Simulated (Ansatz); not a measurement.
Results of LDA (PAW; Ansatz, a program for electronic structure) for ScSiO (model structure, started from the ZrSiS type, P4/nmm, No. 129, 6 atoms in the cell).

Numerical settings: plane-wave cutoff 520 eV, 16×16×8 k mesh (along the axes of the cell as run), Fermi–Dirac smearing 0.05 eV, scalar-relativistic PAW data made under PBE.

Cell (relaxed at this level):

```yaml
crystal:
  lattice:
    - [3.19953, 0.00000, 0.00000]
    - [0.00000, 3.19953, 0.00000]
    - [0.00000, 0.00000, 7.39220]
  atoms:
    - { symbol: Sc, position: [0.00000, 0.50000, 0.66561] }
    - { symbol: Sc, position: [0.50000, 0.00000, 0.33439] }
    - { symbol: Si, position: [0.00000, 0.00000, 0.00000] }
    - { symbol: Si, position: [0.50000, 0.50000, 0.00000] }
    - { symbol: O, position: [0.50000, 0.00000, 0.61255] }
    - { symbol: O, position: [0.00000, 0.50000, 0.38745] }
```

### Question
Give the computed bulk modulus B0.

### Answer

* **bulk modulus B0**: 144 GPa

The run finds no gap.

Note: the bulk modulus is −V dP/dV from two relaxed cells at ±2 % in volume; the relaxation could raise the start's symmetry but not lower it, so the cell can be a saddle point.

Static lattice: no zero-point or thermal effects.

It cost around 6 core-minutes (rough) of CPU time.

A model structure was made by putting elements into a prototype or built by hand; it is no filed structure, need not be a known phase, and can be a saddle point held by its symmetry.
